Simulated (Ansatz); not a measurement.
HfH2 (I4/mmm), PBEsol, DFPT electron-phonon coupling, linearised Boltzmann equation in Ansatz (an electronic-structure program). Phonon-limited resistivity 11.5 μΩ·cm at 300 K along x (a = (-1.74, 1.74, 2.10) Å; b = (1.74, -1.74, 2.10) Å; c = (1.74, 1.74, -2.10) Å), current-weighted mean free path 17.8 nm.

### Question
Estimate the resistivity of a 80 nm square wire with diffuse walls from ρ ≈ ρ₀(1 + 3ℓ/4d).

### Answer
1 + 0.75 × 17.8/80 = 1.17, so ρ ≈ 13.4 μΩ·cm and a line 1 μm long has 21.0 Ω. The formula is the free-electron limit for d well above ℓ; grain boundaries add to it.

### Question
What is the classical skin depth at 1 GHz (nonmagnetic, μ₀ = 1.257×10⁻⁶ H/m)?

### Answer
δ = √(ρ/(π f μ₀)) = 5400 nm.

A metal at this level (no band gap). Only scattering by harmonic phonons is included (no impurities, grain boundaries, electron-electron scattering or thermal expansion). Spin-orbit coupling is left out, which matters with elements this heavy. Halving the electron mesh (32x32x32) moves the resistivity by up to 9 % at 300 K, the mean free path by up to 4 %. Smearing 0.20 eV; phonons on a 6x6x6 q mesh, which this run doesn't test.

Formula and space group known from diffraction (Crystallography Open Database), not checked to be the room-temperature form: HfH2 (I4/mmm).
